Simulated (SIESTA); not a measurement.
Input and output of a self-consistent single point for LaSi₃Ru (I4mm, 5 atoms in the cell) (SIESTA).

Level of theory: SIESTA 5.4.2 with GGA PBEsol, numerical atomic orbitals DZP, PseudoDojo PBEsol standard norm-conserving potentials (rewritten from UPF to PSML).

The change in words: lattice scaled by 0.98. Reference geometry:
```xyz
5
Lattice="-2.1327 2.1327 4.9822 2.1327 -2.1327 4.9822 2.1327 2.1327 -4.9822" Properties=species:S:1:pos:R:3 pbc="T T T"
La     0.0000     0.0000     9.9574
Si     0.0000     0.0000     4.1625
Si     2.1327     0.0000     2.5973
Si     0.0000     2.1327     2.5973
Ru     0.0000     0.0000     6.5332
```

Reference input (self-consistent single point, DFT, GGA PBEsol, numerical atomic orbitals DZP, PseudoDojo PBEsol standard norm-conserving potentials (rewritten from UPF to PSML)): XC.functional = GGA; XC.authors = PBEsol; potentials = PseudoDojo PBEsol standard; PAO.BasisSize = DZP; PAO.EnergyShift = 0.01 Ry; MeshCutoff = 400 Ry; kgrid.MonkhorstPack = 9 9 9; OccupationFunction = MP; OccupationMPOrder = 0; ElectronicTemperature = 0.05 eV; MaxSCFIterations = 150; SCF.Mixer.Method = Pulay. This run's input differs from it in these lines:

```diff
@@ -11,7 +11,7 @@
 %endblock ChemicalSpeciesLabel
-LatticeConstant              5.824066 Ang
+LatticeConstant              5.707584 Ang
 %block LatticeVectors
-    -0.366192622    0.366192622    0.855456480
-     0.366192622   -0.366192622    0.855456480
-     0.366192622    0.366192622   -0.855456480
+    -0.366192596    0.366192596    0.855456529
+     0.366192596   -0.366192596    0.855456529
+     0.366192596    0.366192596   -0.855456529
 %endblock LatticeVectors
```

Log, with long lists cut:

```
        iscf     Eharris(eV)        E_KS(eV)     FreeEng(eV)     dDmax    Ef(eV) dHmax(eV)
   scf:    1    -3962.404379    -4030.350031    -4030.352706  1.802011 -4.164260 26.582380
   scf:    2    -4058.804897    -4049.061244    -4049.063781  0.298079 -4.711427  8.564373
   scf:    3    -4051.574061    -4050.954863    -4050.958052  0.078828 -4.925251  1.464669
   scf:    4    -4051.368087    -4051.221414    -4051.223860  0.068012 -5.034368  0.778843
   scf:    5    -4051.052350    -4051.202969    -4051.205705  0.074982 -5.035705  1.165213
   [... 3 lines left out ...]
   scf:    9    -4051.270864    -4051.270843    -4051.273419  0.000522 -5.050763  0.002788
   scf:   10    -4051.270848    -4051.270846    -4051.273421  0.000175 -5.050935  0.002136
   scf:   11    -4051.270851    -4051.270848    -4051.273422  0.000285 -5.051123  0.001386
   scf:   12    -4051.270849    -4051.270849    -4051.273423  0.000044 -5.051165  0.000922
SCF Convergence by DM+H criterion
max |DM_out - DM_in|         :     0.0000440899
max |H_out - H_in|      (eV) :     0.0009223357
SCF cycle converged after 12 iterations

Using DM_out to compute the final energy and forces

siesta: E_KS(eV) =            -4051.2708

siesta: E_KS - E_eggbox =     -4051.2708

siesta: Atomic forces (eV/Ang):
     1    0.000563    0.000563    0.155343
     2    0.000366    0.000366   -0.140122
     3    0.000178    0.002783    0.137089
     4    0.002783    0.000178    0.137089
     5    0.000257    0.000257   -0.288297
   Tot    0.004147    0.004147    0.001101
   Max    0.288297
   Res    0.104717    sqrt( Sum f_i^2 / 3N )
   Max    0.288297    constrained

Stress tensor Voigt[x,y,z,yz,xz,xy] (kbar):      -71.17      -71.17      -81.59       -0.01       -0.01        0.03
   [... lines left out ...]
siesta: FreeEng =     -4051.273423
siesta: Cell volume =         85.316689 Ang**3
siesta:          74.64438599         75.97120298  kBar
   [... lines left out ...]
              0.284   1.477   1.371   1.386   1.371   1.196  -0.020   0.034

              0.019   0.034   0.126

mulliken: Qtot =       39.000

Mulliken Atomic Populations:
Atom #   charge [q] valence [e]  Species
     1     0.611072   10.388928  La
     2    -0.134834    4.134834  Si
     3    -0.147888    4.147888  Si
     4    -0.147888    4.147888  Si
     5    -0.180462   16.180462  Ru
 Total     0.000000
```

The run converged in 12 iterations. Against the reference run the free energy goes up by 19.1 meV/atom, the pressure goes from -1.28 to 7.46 GPa and the largest force goes from 0.118 to 0.288 eV/Å.

The starting cell comes from a database of computed structures (which also holds hypothetical and non-ambient phases and stackings), without a prior relaxation at this level. For this run, on top of that: lattice scaled by 0.98. Spin polarisation is off. Values carry the incompleteness of an atom-centred basis. With a pressure of about 7 GPa the cell is away from its equilibrium volume at this level.

Cost on one core of a shared machine: roughly 2 min.
